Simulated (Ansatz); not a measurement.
The starting structures come from a database of crystals and need not be the phases stable at ambient conditions.

Crystal: PbIF (P4/nmm, not sure to be the ambient phase, 6 atoms a cell, 26.5 Å³ an atom); planes in its conventional cell.

Computed with r2SCAN (plane waves, PAW; Ansatz, a quantum-chemistry and plane-wave program).

The gap is the functional's own. No spin-orbit coupling. Mid-gap values are interpolated on the energy grid.

```
plane  area of the cell (Å²)  mid-gap κ (1/Å)  largest κ in the gap (1/Å)
-----  ---------------------  ---------------  --------------------------
(111)                   56.2             0.25                        0.25
(001)                   17.7              ___                         ___
```

**Question.** The slowest decay depends on the direction. Supply the withheld values.

**Answer.** 
- (001), mid-gap κ (1/Å): 0.33
- (001), largest κ in the gap (1/Å): 0.33
